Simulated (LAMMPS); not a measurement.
Ta (bcc) at 3290 K and zero pressure, started from the melt, with several potentials, in cells of their own sizes.

Models:
- EAM-type CuTa.eam.alloy: classical MD, pair style eam/alloy, file CuTa.eam.alloy (LAMMPS); X. W. Zhou, R. A. Johnson,  H. N. G. Wadley, Phys. Rev. B, 69, 144113 (2004)
- MEAM library.meam-Ta: classical MD, pair style meam, file library.meam (library.meam-Ta) (LAMMPS); Baskes, Phys Rev B, 46, 2727-2742 (1992)
- SNAP Ta06A.snap: MD with a machine-learned potential, pair style snap, file Ta06A.snap (LAMMPS); Thompson, Swiler, Trott, Foiles and Tucker, arxiv.org, 1409.3880 (2014)

| potential | state | volume | first peak of g(r) | coordination number | self-diffusion coefficient of Ta (not corrected for cell size) | mean phonon frequency | rough cost (ms per atom and simulated ps) |
|---|---|---|---|---|---|---|---|
| EAM-type CuTa.eam.alloy | liquid | 19.512 ± 0.002 Å³/atom | 2.81 Å, height 2.3 | 13.3 (counted to 3.98 Å) | (3.14 ± 0.05) × 10^-5 cm²/s | 3.1 THz | 1 to 3 |
| MEAM library.meam-Ta | liquid | 22.18 ± 0.03 Å³/atom | 2.78 Å, height 2.2 | 7.54 (counted to 3.46 Å) | (3.6 ± 0.1) × 10^-5 cm²/s | 3.7 THz | 3 to 10 |
| SNAP Ta06A.snap | liquid | 19.474 ± 0.010 Å³/atom | 2.78 Å, height 2.4 | 13.2 (counted to 3.98 Å) | (3.9 ± 0.2) × 10^-5 cm²/s | 3.2 THz | 30 to 100 |

Costs are rough: whole-run CPU time with set-up and analysis, from shared machines, in bands a factor of about three wide.

Caution: the potential MEAM library.meam-Ta is a first-neighbour MEAM set with a 4 Å cutoff, used here without a parameter file and away from the static properties it was fitted to.

Caution (rows MEAM library.meam-Ta; SNAP Ta06A.snap): a run this short can hold a crystal over, or a liquid under, the potential's own melting point, which these runs don't give.

States go by the mean squared displacement: a species diffuses where it passes 1.5 Å², still rises and gives D over 1e-6 cm²/s; a crystal has left its structure where atoms lie 0.35 Å off their sites on average or a cubic box changes its shape by 3 %, or the axial ratios of another lie 8 % off the starting cell's, which the potential's own relaxation can also do.

Errors of D are the spread over four groups of atoms in one short run; a floor of about 5 %, a picked value, is safer.

Uncertainties are statistical and leave out the potential's own error.
